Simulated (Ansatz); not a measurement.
Start from CsPbBr3 in the cubic perovskite structure (space group Pm-3m, No. 221; a = 5.8721 Å).

Modification: every lattice vector is shortened by 1.80 %, atoms relaxed at fixed cell.

Method: PBEsol, PAW, 420 eV (Ansatz, a program for electronic structure; no SOC).

Base, band edges from the VBM (valence, conduction): M -0.71, 2.00; R 0.00, 1.43; X -1.44, 2.50; Γ -2.05, 2.88 eV.

Question: Give the band edges at the high-symmetry points of the new zone, measured from its valence-band maximum.

Answer: 
```json
[
 {"point": "Γ", "valence edge (eV)": "-2.44", "conduction edge (eV)": "2.58"},
 {"point": "X", "valence edge (eV)": "-1.65", "conduction edge (eV)": "2.36"},
 {"point": "M", "valence edge (eV)": "-0.81", "conduction edge (eV)": "1.81"},
 {"point": "R", "valence edge (eV)": "0.00", "conduction edge (eV)": "1.19"}
]
```

The gap is 1.19 eV, direct at R.

With Pb present, leaving out spin-orbit coupling can change the band edges. The cells carry an imposed strain or load. No phonon test of stability was made. Many cubic perovskites are stable only at high temperature; tilts and polar distortions were not tested. This is not the structure that CsPbBr3 has at room temperature and ambient pressure.
